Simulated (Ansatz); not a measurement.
## Mg2Ge: Mg interstitial (started 2.76 Å from the nearest host atom), symmetric start

The parent structure is a 24-atom supercell of Mg₂Ge in the anti-fluorite structure (space group Fm-3m, No. 225; a = 6.364 Å) at its relaxed geometry.

The change: a neutral Mg interstitial (started 2.76 Å from the nearest host atom), symmetric start, atoms relaxed at fixed cell.

Computed with PBEsol (Ansatz, a first-principles code; PAW; 420 eV plane waves; spin-orbit coupling left out). Γ-centred 5×5×5 mesh, Fermi–Dirac width 0.05 eV.

| quantity | base | changed | shift |
|---|---|---|---|
| pressure | 0.0 GPa | 1.4 GPa | +1.4 GPa |
| gap of the supercell | 0.08 eV | zero | – |
| largest displacement of a host atom from its site in the perfect cell | – | 0.13 Å | – |
| final site of the added atom | – | 6 Ge at 3.13 Å (octahedral) | – |

In so small a cell the defect repeats every few ångströms: this is an ordered compound, not a dilute defect. The defect started on the symmetric site and kept its symmetry, so it may sit on a saddle. All final runs are without spin polarisation. The defect cell is not spin-polarised. A zero or small gap of Mg2Ge can be the functional's error rather than a property of the material.
